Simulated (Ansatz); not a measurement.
Take BaO in the rock salt structure (space group Fm-3m, No. 225) as the base.

```yaml
crystal:
  lattice:
    - [0.00000, 2.78682, 2.78682]
    - [2.78682, 0.00000, 2.78682]
    - [2.78682, 2.78682, 0.00000]
  atoms:
    - { symbol: Ba, position: [0.00000, 0.00000, 0.00000] }
    - { symbol: O, position: [0.50000, 0.50000, 0.50000] }
```

Levels (all Ansatz, a quantum-chemistry and plane-wave program, PAW): PBE (420 eV, no spin-orbit coupling); HSE06 (420 eV, no spin-orbit coupling).

Its gap is 2.10 eV with PBE and 3.37 eV with HSE06.

The change: cell and atoms relaxed at a pressure of 30 GPa.

With PBE the gap becomes 0.96 eV.

Question: If the HSE06 correction stayed the same, what would the HSE06 gap be, and what does the HSE06 run give?

Answer: A rigid correction of +1.27 eV gives 2.23 eV. The HSE06 run gives 2.19 eV, so the correction itself changes by -0.04 eV.

Single points use the geometry relaxed with PBE. HSE06 was sampled on its mesh, a few special points and the semilocal edge points, so its gap is an upper bound. Load acts through the strain it causes; cell and atoms are relaxed under it. Whether these cells are dynamically stable was not tested. Competing high-pressure phases were not computed.
